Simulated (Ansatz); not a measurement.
# C: response to strain

Take C in the diamond structure (space group Fd-3m, No. 227) as the base.

```yaml
crystal:
  lattice:
    - [0.00000, 1.77690, 1.77690]
    - [1.77690, 0.00000, 1.77690]
    - [1.77690, 1.77690, 0.00000]
  atoms:
    - { symbol: C, position: [0.00000, 0.00000, 0.00000] }
    - { symbol: C, position: [0.25000, 0.25000, 0.25000] }
```

Cartesian axes are those of the cell as printed.

Strains are applied to the cell and any free atomic positions relax; under biaxial strain the out-of-plane vector relaxes too.

Calculations: PBEsol in Ansatz (plane waves to 420 eV, PAW, without spin-orbit coupling).

Notes on the quantities. pressure: mean of the normal stresses, compression positive; energy relative to the base: free energy F.

| change | pressure | band gap | gap character | energy relative to the base |
|---|---|---|---|---|
| base | 0.00 GPa | 4.03 eV | – | 0 meV/atom |
| biaxial strain −3.00 %, plane normal [001], relaxed out of plane | 26.23 GPa | 3.64 eV | indirect, Γ → k = (3/8, 3/8, 0) in the run's primitive reciprocal basis | +39 meV/atom |
| biaxial strain −2.50 %, plane normal [001], relaxed out of plane | 21.46 GPa | 3.71 eV | indirect, Γ → Γ–X (75 % along) | +27 meV/atom |
| biaxial strain −2.00 %, plane normal [001], relaxed out of plane | 16.86 GPa | 3.77 eV | indirect, Γ → Γ–X (75 % along) | +17 meV/atom |
| biaxial strain −1.50 %, plane normal [001], relaxed out of plane | 12.41 GPa | 3.84 eV | indirect, Γ → Γ–X (75 % along) | +9.5 meV/atom |
| biaxial strain −1.00 %, plane normal [001], relaxed out of plane | 8.12 GPa | 3.90 eV | indirect, Γ → Γ–X (75 % along) | +4.2 meV/atom |
| biaxial strain +0.50 %, plane normal [001], relaxed out of plane | -3.84 GPa | 3.85 eV | indirect, Γ → k = (0, 0, 3/8) in the run's primitive reciprocal basis | +1.0 meV/atom |
| biaxial strain +1.00 %, plane normal [001], relaxed out of plane | -7.54 GPa | 3.67 eV | indirect, Γ → k = (0, 0, 3/8) in the run's primitive reciprocal basis | +4.0 meV/atom |
| biaxial strain +1.50 %, plane normal [001], relaxed out of plane | -11.10 GPa | 3.50 eV | indirect, Γ → Γ–M (75 % along) | +9.0 meV/atom |
| biaxial strain +3.00 %, plane normal [001], relaxed out of plane | -21.01 GPa | 3.00 eV | indirect, Γ → Γ–M (75 % along) | +35 meV/atom |

Whether these cells are dynamically stable was not tested. k-point labels follow each cell's own Brillouin zone.

Ansatz is an electronic-structure program.
